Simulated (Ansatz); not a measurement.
The starting structures come from a database of crystals and need not be the phases stable at ambient conditions.

 Where the default PAW files enter, the runs use the earlier of Ansatz's two default sets.

Here is the system:

```
O2Si
1.0
    5.06338     0.00000     0.00000
    0.21527     5.05881     0.00000
    2.42406    -2.52940     3.50342
Si O
2 4
Direct
  0.00000   0.00000   0.00000
  0.25000   0.25000   0.50000
  0.62500   0.12500   0.34679
  0.22179   0.02821   0.15321
  0.12500   0.62500   0.65321
  0.02821   0.22179   0.84679
```

Space group of this cell: I-42d. The cell is taken as given.

Computed with r2SCAN (plane waves, PAW; Ansatz, a program for electronic structure).

The current runs along the normal of the first two printed vectors; no spin-orbit coupling. Scaled by the factor s: both lengths across the current (ions clamped). Meshes 8×8×8 and 6×6 across the current in all rows.

```json
[
 {"s": "0.98", "mean pressure (GPa)": "7.5", "slowest mid-gap decay constant κ (1/Å)": "?"},
 {"s": "1.00", "mean pressure (GPa)": "0.1", "slowest mid-gap decay constant κ (1/Å)": "0.558"},
 {"s": "1.02", "mean pressure (GPa)": "-6.1", "slowest mid-gap decay constant κ (1/Å)": "0.549"}
]
```

### Question
Take the slope of the slowest mid-gap decay constant κ against ln s from the two given rows, extrapolate to s = 0.98, and say what the run there gives.

### Answer
Slope = (0.549 − 0.558) / ln 1.02 = -0.454 1/Å. The line gives 0.558 + (-0.454) × ln 0.98 = 0.567 1/Å. The run gives 0.565 1/Å, 0.002 1/Å under the line, 24 % of the predicted step.
